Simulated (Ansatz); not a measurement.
## Several settings converged on Cs (Pm, 4 atoms in the cell)

```xyz
4
Lattice="5.5045 0.0000 0.0000 0.0000 9.9524 0.0000 0.0000 0.0000 9.2531" Properties=species:S:1:pos:R:3 pbc="T T T"
Cs     4.0979     6.0410     6.9398
Cs     1.4567     3.9114     2.3133
Cs     4.0479     8.8876     2.3133
Cs     1.4567     1.0648     6.9398
```

Base method: LDA (PW92), default PAW files made with PBE (plane waves; Ansatz, a first-principles code).

Base settings: basis.ecutwfc = 420 eV; kpoints.mp_grid.grid = 5 3 3; hamiltonian.xc = lda; hamiltonian.pseudopotentials = {kind: paw} (the program's default PAW files); scf.occupations.method = fermi_dirac; scf.occupations.width = 0.1 eV.

The count of work is k-points × plane waves × bands × iterations; it is no time. Core times come from one kind of shared machine, to one figure; runs under 30 s give none.

**The k-point mesh at a smearing width of 0.02 eV**

In this ladder: scf.occupations.width = 0.02 eV.

Only quantities that move along the ladder and can be compared are tabulated.

```csv
kpoints.mp_grid.grid,free energy less the last step's (meV/atom),count of work / last,core time / last (rough)
2 2 2,32.99,0.028,–
3 2 2,-12.03,0.028,–
4 2 3,7.25,0.041,–
6 3 4,-0.70,0.10,–
8 5 5,0.50,0.22,0.2
12 7 7,0.15,0.59,0.6
14 8 9,0.00,1.0,1
```

Coarsest kpoints.mp_grid.grid that holds the free energy within 2 meV/atom of the last step, with all finer ones: 6 3 4, at 0.10 of the last step's count of work; the step before is off by 7.3 meV/atom.

**The width of Fermi-Dirac smearing**

In this ladder: kpoints.mp_grid.grid = 8 5 5.

Narrow widths need finer meshes than wide ones, so the last steps can hold mesh noise.

Only quantities that move along the ladder and can be compared are tabulated; pressure and forces are left out, as mesh noise rules them at narrow widths.

| scf.occupations.width | free energy less the last step's (meV/atom) | energy extrapolated to zero width less the last step's (meV/atom) |
|---|---|---|
| 1 eV | -1636.61 | -254.60 |
| 0.5 eV | -454.80 | -23.97 |
| 0.3 eV | -155.68 | -2.92 |
| 0.1 eV | 0.00 | 0.00 |

Widest scf.occupations.width that holds the energy extrapolated to zero width within 2 meV/atom: not settled: the last two steps still differ by 2.9 meV/atom, over half the tolerance, so the ladder does not show it.

Widest scf.occupations.width that holds the free energy within 5 meV/atom: not settled: the last two steps still differ by 160 meV/atom, over half the tolerance, so the ladder does not show it.

The extrapolation to zero width removes most of the smearing's effect on the energy.

**The width of cold smearing**

In this ladder: kpoints.mp_grid.grid = 8 5 5; scf.occupations.method = cold.

Narrow widths need finer meshes than wide ones, so the last steps can hold mesh noise.

Only quantities that move along the ladder and can be compared are tabulated; pressure and forces are left out, as mesh noise rules them at narrow widths.

| scf.occupations.width | free energy less the last step's (meV/atom) |
|---|---|
| 1 eV | -86.09 |
| 0.5 eV | -13.34 |
| 0.3 eV | -3.71 |
| 0.1 eV | 0.00 |

Widest scf.occupations.width that holds the free energy within 5 meV/atom: not settled: the last two steps still differ by 3.7 meV/atom, over half the tolerance, so the ladder does not show it.

On the base run: the starting cell comes from a database of computed structures (which also holds hypothetical and non-ambient phases and stackings), without a prior relaxation at this level. Its lattice was rescaled by up to half a per cent. One atom was moved a little off its site on purpose. Ansatz's pressure includes its estimate of the finite-basis (Pulay) stress.

Left out of this page: 3 runs of the series outside the window shown, repeating another row's setting, or not comparable.

Keys are those of Ansatz 0.2.
